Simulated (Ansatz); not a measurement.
Structure of amorphous Ti20O43Sb2 (periodic cell):

```xyz
65
Lattice="9.5506 0.2177 0.0214 0.2177 9.2696 0.1459 0.0214 0.1459 9.5853" Properties=species:S:1:pos:R:3 pbc="T T T"
Ti     3.5635     7.3638     4.4499
Ti     8.2224     0.7070     6.7985
Ti     8.0351     6.3742     0.7541
Ti     5.1588     1.7825     2.3566
Ti     1.9522     0.6342     3.7142
Ti     6.6660     8.2508     3.9356
Ti     5.1058     3.1589     9.3192
Ti     9.6884     6.4714     7.1695
Ti     0.4905     3.3195     1.9738
Ti     7.3596     0.3262     9.5736
Ti     2.1049     4.8716     4.9700
Ti     1.9841     9.1326     7.2595
Ti     5.2189     6.8015     1.3326
Ti     2.5839     1.2855     0.5643
Ti     4.7093     2.7001     5.1839
Ti     6.3834     5.1930     7.0534
Ti     5.3292     8.8616     6.9890
Ti     7.9627     1.5645     4.0015
Ti     2.1385     3.2960     7.9107
Ti     3.5625     6.3704     7.9824
O      5.0424     1.3787     6.3530
O      6.1278     2.5588     3.8492
O      7.8407     6.9907     3.3847
O      9.3148     5.2956     1.4737
O      7.5912     9.2052     5.2663
O      8.5081     6.2712     8.5680
O      3.6502     6.6741     0.3556
O      8.5009     1.2952     8.5470
O      2.6838     9.0199     5.5086
O      1.0454     4.6108     7.1276
O      3.9402     0.5732     1.4811
O      7.9084     5.9295     6.2089
O      3.6765     2.1127     8.6871
O      3.7886     1.6931     3.8030
O      5.0741     7.3991     3.0882
O      5.4041     6.6591     7.6564
O      8.5744     2.6996     2.4882
O      6.1537     1.6132     0.4576
O      1.6503     1.7646     2.1434
O      1.4906     1.6025     7.1844
O      3.7551     8.5701     7.8290
O      6.9713     9.0971     7.9118
O      6.4582     3.9684     8.3781
O      5.5850     4.3686     5.7139
O      0.5299     6.0748     5.1107
O      1.0817     3.9436     3.6387
O      6.3818     7.9323     0.6028
O      3.1664     5.6951     3.7488
O      6.4372     5.4707     1.2271
O      8.8833     8.1487     0.7925
O      0.1720     0.6925     4.0087
O      1.6260     6.9328     8.3662
O      4.5593     3.3040     1.4598
O      3.0249     6.4081     6.1170
O      3.0377     3.4598     5.7688
O      3.6442     4.5765     8.3162
O      6.7254     0.4159     2.6784
O      2.4882     8.2640     3.1471
O      1.4438     3.1625     9.5933
O      1.8831     9.2903     9.5785
O      8.1780     2.2188     5.7352
O      5.2492     8.0278     5.3446
O      0.2281     8.4057     6.8847
Sb     8.4792     5.3280     4.3177
Sb     1.5372     7.3313     0.8167
```

The numbers are results of PBE, scalar-relativistic without spin-orbit coupling (plane waves to 420 eV, PAW; Ansatz, a program for electronic structure), not measurements.

A CHGNet melt-quench gave the starting glass, which DFT then relaxed. O atoms were pushed apart under 1.9 Å during the dynamics, to hinder bonds among them. The hot cell started wider than the set density and was brought back towards it in steps. It is the lowest in DFT energy of 2 quenches. It is a model cell: composition and starting density were chosen by hand, and all elements were melted together. No dispersion term was used. Its density started from a set value of 3.81 and ended at 3.70 g/cm³. The simulated quench (nominally 300 K/ps over its main leg) is rapid and tends to freeze in more defects than a deposited or slowly cooled glass has. One small periodic cell is one sample of the glass; other quenches scatter about these values. Volume and shape were free in the relaxation.

Cut-offs for bonds: Ti-Ti 3.12 Å, Ti-O 2.54 Å, Ti-Sb 3.09 Å, O-O 1.58 Å, O-Sb 2.46 Å, Sb-Sb 3.25 Å. Two cations that share two anions don't count as bonded, nor two that share one unless they lie closer than Ti-Ti 3.04 Å, Ti-Sb 3.01 Å, Sb-Sb 2.97 Å.

Question: Give the coordination numbers, mean bond lengths and angles.

Answer: 
```
Quantity                                                          Result
---------------------------------  -------------------------------------
Mean coordination of Ti by anions   5.30 (2 with 4, 10 with 5, 8 with 6)
Mean coordination of O             2.63 (17 with 2, 25 with 3, 1 with 4)
Mean coordination of Sb by anions              3.50 (1 with 3, 1 with 4)
Mean Ti-O bond                     1.961 Å (spread 0.148 Å, 106 counted)
Mean O-Sb bond                       2.112 Å (spread 0.106 Å, 7 counted)
Bond angle at Ti                               mean 105.1°, spread 26.9°
Bond angle at O                                mean 118.4°, spread 19.4°
Bond angle at Sb                                mean 94.7°, spread 26.8°
```

Question: List the pairs of like atoms that count as bonded by the rules above.

Answer: There are none by these rules.
